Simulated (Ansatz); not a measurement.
# Carrier properties of InP (F-43m)

Data:

```
InP
1.0
    0.00000     2.93940     2.93940
    2.93940     0.00000     2.93940
    2.93940     2.93940     0.00000
In P
1 1
Direct
  0.00000   0.00000   0.00000
  0.25000   0.25000   0.25000
```

Method: PBEsol with spin-orbit coupling, rigid bands (plane waves, PAW; Ansatz, an electronic-structure program). How the cell was made: cell and atoms relaxed with PBEsol.

```json
{
 "band_gap": "0.54 eV",
 "electron conductivity mass (300 K, dilute)": "0.056 mₑ",
 "hole conductivity mass (300 K, dilute)": "0.56 mₑ",
 "effective density of states N_c (300 K)": "3.0e17 cm⁻³",
 "effective density of states N_v (300 K)": "2.2e19 cm⁻³",
 "density_of_states_mass_electrons": "0.052 mₑ",
 "density_of_states_mass_holes": "0.93 mₑ",
 "Seebeck coefficient, n-type 1e19 cm⁻³, 300 K": "-44 μV/K",
 "Seebeck coefficient, p-type 1e19 cm⁻³, 300 K": "317 μV/K",
 "best p-type power factor at 300 K for τ = 10 fs (best axis; densities from 1e16 to 1e21 cm⁻³ tried, whether or not they can be reached)": "13.5 μW/(cm·K²) at 3e20 cm⁻³"
}
```

Rigid bands; masses and Seebeck coefficients take one relaxation time τ for all states and one kind of carrier; polarons and phonon drag are left out.
